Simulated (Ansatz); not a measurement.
## A computed series for B: pressure series

Start from B (space group R-3m, No. 166).

```yaml
crystal:
  lattice:
    - [2.43813, 1.40765, 4.16642]
    - [-2.43813, 1.40765, 4.16642]
    - [0.00000, -2.81531, 4.16642]
  atoms:
    - { symbol: B, position: [0.01061, 0.65384, 0.01061] }
    - { symbol: B, position: [0.98939, 0.34616, 0.98939] }
    - { symbol: B, position: [0.01061, 0.01061, 0.65384] }
    - { symbol: B, position: [0.98939, 0.98939, 0.34616] }
    - { symbol: B, position: [0.65384, 0.01061, 0.01061] }
    - { symbol: B, position: [0.34616, 0.98939, 0.98939] }
    - { symbol: B, position: [0.22159, 0.62980, 0.22159] }
    - { symbol: B, position: [0.77841, 0.37020, 0.77841] }
    - { symbol: B, position: [0.22159, 0.22159, 0.62980] }
    - { symbol: B, position: [0.77841, 0.77841, 0.37020] }
    - { symbol: B, position: [0.62980, 0.22159, 0.22159] }
    - { symbol: B, position: [0.37020, 0.77841, 0.77841] }
```

Cell and atoms are relaxed at each pressure.

Method: Ansatz (an electronic-structure program) PBEsol, no spin-orbit coupling.

Notes on the quantities. band gap: an upper bound: an edge found on the path is not a true extremum; the base alone; enthalpy: H = E + PV relative to the base's energy.

| change | band gap | volume per atom | enthalpy | c/a ratio |
|---|---|---|---|---|
| base | 1.34 eV | 7.15 Å³ | – | 2.563 |
| pressure 1.5 GPa | 1.30 eV | 7.10 Å³ | +0.07 eV/atom | 2.564 |
| pressure 3 GPa | 1.27 eV | 7.05 Å³ | +0.13 eV/atom | 2.565 |
| pressure 5 GPa | 1.22 eV | 6.99 Å³ | +0.22 eV/atom | 2.566 |
| pressure 7.5 GPa | 1.17 eV | 6.92 Å³ | +0.33 eV/atom | 2.567 |
| pressure 10 GPa | 1.12 eV | 6.85 Å³ | +0.44 eV/atom | 2.567 |

Load acts through the strain it causes; cell and atoms are relaxed under it. Whether these cells are dynamically stable was not tested. Competing high-pressure phases were not computed.
